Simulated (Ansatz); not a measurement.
## Cu3N, pressure series

Consider Cu3N (space group Pm-3m, No. 221; a = 3.7649 Å).

Cell and atoms are relaxed at each pressure.

The values are results of DFT with PBEsol, PAW potentials and a 420 eV plane-wave cutoff in Ansatz (a first-principles code), spin-orbit coupling left out, not measurements.

Notes on the quantities. enthalpy: H = E + PV relative to the base's energy.

```
variant               density  band gap       enthalpy
-----------------  ----------  --------  -------------
base               6.37 g/cm³      zero              –
pressure −2 GPa    6.27 g/cm³   0.07 eV  -0.17 eV/atom
pressure −1 GPa    6.32 g/cm³      zero  -0.08 eV/atom
pressure 0.9 GPa   6.41 g/cm³      zero  +0.07 eV/atom
pressure 2.1 GPa   6.46 g/cm³      zero  +0.17 eV/atom
pressure 4.5 GPa   6.57 g/cm³      zero  +0.37 eV/atom
pressure 9 GPa     6.75 g/cm³      zero  +0.73 eV/atom
pressure 15 GPa    6.97 g/cm³      zero  +1.19 eV/atom
pressure 22.5 GPa  7.22 g/cm³      zero  +1.75 eV/atom
pressure 30 GPa    7.44 g/cm³      zero  +2.29 eV/atom
```

Load acts through the strain it causes; cell and atoms are relaxed under it. Whether these cells are dynamically stable was not tested. Competing high-pressure phases were not computed. All final runs are without spin polarisation. Gaps under 0.05 eV, about the width of the smearing, are given as zero. The zero or small gap of Cu3N can change with the level of theory.
